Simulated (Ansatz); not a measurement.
What isotropic strain −3.00 % does to HfC

Start from HfC in the rock salt structure (space group Fm-3m, No. 225; a = 4.6513 Å; relaxed with 0.1 eV smearing).

It is then changed as follows: the cell is scaled by 0.9700 in all directions, atoms relaxed at fixed cell.

Calculations: PBE in Ansatz (plane waves to 420 eV, PAW, no spin-orbit coupling). Settings: 21×21×21 k-points, 0.1 eV Fermi–Dirac smearing.

The space group stays Fm-3m (No. 225) and the shortest interatomic distance drops by 0.070 Å to 2.256 Å. The energy increases by 81 meV/atom and the pressure goes from zero to 25.6 GPa. The band gap stays zero.

No phonon test of stability was made. All final runs are without spin polarisation.

Ansatz is a first-principles code.
